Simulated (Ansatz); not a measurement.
Abridged Ansatz (a first-principles code) output:

```
Relaxation: its limit of steps is 60 (relax.max_steps)
Pseudopotential: Ir, paw, valence charge 17
Pseudopotential: O, paw, valence charge 6
Crystal: 6 atoms, lattice volume = 64.793 Å³
Basis set: ecut = 420 eV, 1243 PW (Γ), exchange–correlation on 64×64×48 points (8 copies of the dense FFT grid, shifted against one another)
Bands: 35, of which v1, the nominal top of the filled ones, is band 29 counted from 1 (28 counted from 0)
Symmetry: 16 space group operations
k-points: 168 of 1500
Functional: x = pbe(κ = 0.804, μ = 0.2195149727645171), c = pbe(β = 0.06672455060314922)
SCF iter   1: F=—  HF=-26135.259770 eV  |F-HF|=—  |Δ(HF+E_count)|=         —  Δρ=3.45e-3  dr2=4.69e-3  ethr=1.77e-3  ⟨swp⟩=5.9  Hψ=22163  notcnv=0  defer=30
SCF iter   2: F=—  HF=-26135.262584 eV  |F-HF|=—  |Δ(HF+E_count)|=   2.81e-3  Δρ=1.34e-3  dr2=3.90e-4  ethr=8.09e-6  ⟨swp⟩=2.1  Hψ=10870  notcnv=0  defer=82
SCF 1 converged in 6 iterations: F = -26135.262415 eV  dr2 = 5.59e-9
relax step   1: F+E_penalty+E_count = -26135.26241510 eV  Δ(F+E_penalty+E_count) = +0.000e0 eV  max|allowed force component| = 5.490e-5 eV/Å  Δτ_max = 0.0000 Å  P = +1.798 GPa  Ω = 64.793 Å³  (6 SCF iters, dr2 threshold 1.00e-7 eV, accepted)
[... steps on the carried basis left out ...]
relax step   6: F+E_penalty+E_count = -26135.25192048 eV  Δ(F+E_penalty+E_count) = +6.403e-5 eV  max|allowed force component| = 2.333e-4 eV/Å  Δτ_max = 0.0000 Å  P = +4.201 GPa  Ω = 64.232 Å³  stress off target by 2.56e-3 GPa  SCF on the basis re-selected at this cell (its energy is not comparable with the rows above)  (5 SCF iters)
SCF converged after 5 iterations
Free energy (F): -26135.251920 eV
Internal energy: -26135.227637 eV  (E = F + TS)
E sigma→0 (E₀):  -26135.239779 eV
Entropy (-TS):   -0.024284 eV (-4.047 meV/atom)
Fermi energy:    14.411768 eV
--- Forces (eV/Å), atoms counted from 1 ---
  atom   1  Ir     0.00000000     0.00000000     0.00000000
  atom   2  Ir     0.00000000     0.00000000     0.00000000
  atom   3  O     -0.00023325    -0.00023325     0.00000000
  atom   4  O     -0.00023325     0.00023325     0.00000000
  atom   5  O      0.00023325    -0.00023325     0.00000000
  atom   6  O      0.00023325     0.00023325     0.00000000
--- Stress (GPa, compression-positive) ---
        4.200888       0.000000       0.000000
        0.000000       4.200888       0.000000
        0.000000       0.000000       4.202558
  P = ⅓ Tr σ = 4.2014 GPa (42.014 kbar)
--- Relaxed structure (4 steps of the walk, 4 accepted, 2 SCFs on fresh bases) ---
  cell:  # Å, volume = 64.2323 Å³
    - [4.5005510492400544, 1.0829073545014901e-34, 0.0]
    - [1.0829073545014901e-34, 4.5005510492400544, 0.0]
    - [0.0, 0.0, 3.1711876361896123]
  atoms:
    - { symbol: Ir, position: [2.000345766887469e-21, 2.9380078451159615e-21, 0.0] }
    - { symbol: Ir, position: [0.5, 0.5, 0.49999999999999994] }
    - { symbol: O, position: [0.3085784005230219, 0.3085784005230219, 0.0] }
    - { symbol: O, position: [0.8085784005230218, 0.191421599476978, 0.49999999999999994] }
    - { symbol: O, position: [0.191421599476978, 0.8085784005230218, 0.49999999999999994] }
    - { symbol: O, position: [0.691421599476978, 0.691421599476978, 0.0] }
```

### Question
What was computed, and what are the main results?

### Answer
IrO2, 6 atoms in the cell, with Ansatz, PBE, PAW, cutoff 420 eV, no SOC, from a series relaxed to a target (pressure 4.2 GPa). The last SCF converged to F = -26135.251920 eV, or -4355.8753 eV per atom, at a pressure of 4.20 GPa. The total energy compares only with runs of the same code, potentials and settings.

Load acts through the strain it causes; cell and atoms are relaxed under it. No phonon test of stability was made. No Hubbard U is applied, and correlation can decide whether such a compound is a metal. The final runs are not spin-polarised. The cell was made from IrO$_{2}$ in the rutile structure (space group P4_2/mnm, No. 136) by this change: pressure 4.2 GPa.

Keys are those of Ansatz 0.2.
